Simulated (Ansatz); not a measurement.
Gap of wurtzite InP, (11-20) cell (InP held in this type, which need not be the stable form), on one geometry relaxed at PBE.

Values marked by level come from r2SCAN (plane waves to 500 eV, PAW; Ansatz, an electronic-structure program); HSE06 (plane waves to 420 eV, PAW; Ansatz). Geometries and values that name no level are of the first. Spin–orbit coupling is left out. Its k-point mesh 4×5×7, Fermi–Dirac width 0.01 eV. HSE06 ran on meshes of its own (3×3×5); its edges and gaps are taken over the mesh and over extra points off it, mostly where PBE has its edges.

```tsv
level	gap (eV)
r2SCAN	(withheld)
HSE06	1.25
```

Problem. Fill in the missing entries.

Solution. 
- r2SCAN, gap (eV): 0.94
